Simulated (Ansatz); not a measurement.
We consider BN (Fmm2, No. 42, 2 atoms in the cell; start mp-685145; a measured phase of this formula has another space group), described by HSE06 in Ansatz (PAW).

Settings: plane-wave cutoff 460 eV, 12×12×12 k mesh, Fermi–Dirac smearing 0.01 eV, scalar-relativistic PAW data made under PBE.

The cell is the one relaxed with PBEsol. Conventional cell: a = 2.5043 Å, b = 7.1477 Å, c = 4.3346 Å, α = 90.00°, β = 90.00°, γ = 90.00°.

```
BN
1.0
    0.00000     3.57387     2.16732
    1.25214     0.00000     2.16732
    1.25214     3.57387     0.00000
B N
1 1
Cartesian
  1.25214   3.57387   0.00028
  1.25214   3.57387   2.88962
```

**Question.** List the 6 lowest band energies at Γ above −25 eV (eV, relative to the valence band maximum), grouping those that round alike.

**Answer.** At Γ: -19.69, -5.06, -1.73 (×2), 5.83, 13.21.

Note: the run warned that its exchange threshold was loose for the stress; cell and atoms aren't relaxed at this level (pressure -2.1 GPa); the cell has widely spaced layers and the level no dispersion term, so their spacing and the moduli can rest on weak binding.

A start named mp-… is a Materials Project structure, which need not be a measured phase.

Ansatz is a quantum-chemistry and plane-wave program.
